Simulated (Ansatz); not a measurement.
## Zr: response to strain

The reference is Zr in the hcp (Mg type) structure (space group P6_3/mmc, No. 194).

```xyz
2
Lattice="3.2460 0.0000 0.0000 -1.6230 2.8111 0.0000 0.0000 0.0000 5.1507" Properties=species:S:1:pos:R:3 pbc="T T T"
Zr     0.0000     1.8741     3.8630
Zr     1.6230     0.9370     1.2877
```

Cartesian axes are those of the cell as printed.

Strains are applied to the cell and any free atomic positions relax; under biaxial strain the out-of-plane vector relaxes too; under stress the whole cell relaxes.

Method: Ansatz (a quantum-chemistry and plane-wave program) r2SCAN, no spin-orbit coupling.

Notes on the quantities. pressure: mean of the normal stresses, compression positive.

```json
[
 {"case": "base", "pressure": "0.0 GPa", "shortest interatomic distance": "3.185 Å"},
 {"case": "biaxial strain −2.39 %, plane normal [001], relaxed out of plane", "pressure": "2.8 GPa", "shortest interatomic distance": "3.168 Å"},
 {"case": "biaxial strain −0.35 %, plane normal [001], relaxed out of plane", "pressure": "0.4 GPa", "shortest interatomic distance": "3.187 Å"},
 {"case": "biaxial strain +0.84 %, plane normal [001], relaxed out of plane", "pressure": "-1.0 GPa", "shortest interatomic distance": "3.182 Å"},
 {"case": "biaxial strain +1.13 %, plane normal [001], relaxed out of plane", "pressure": "-1.3 GPa", "shortest interatomic distance": "3.181 Å"},
 {"case": "isotropic strain +5.33 %", "pressure": "-11.5 GPa", "shortest interatomic distance": "3.355 Å"},
 {"case": "uniaxial strain ε_xx = −0.83 %", "pressure": "0.8 GPa", "shortest interatomic distance": "3.175 Å"},
 {"case": "uniaxial strain ε_xx = −0.25 %", "pressure": "0.2 GPa", "shortest interatomic distance": "3.182 Å"},
 {"case": "uniaxial stress, 3 GPa compression along x", "pressure": "–", "shortest interatomic distance": "3.167 Å"},
 {"case": "tensor shear ε_yz = −0.96 %", "pressure": "0.0 GPa", "shortest interatomic distance": "3.156 Å"}
]
```

Without a gap, meshes like the base's 16×16×9 leave anisotropic stresses uncertain by several tenths of a GPa, and small strain energies with them. Beyond what the load breaks, stability against distortions was not tested. All final runs are without spin polarisation.
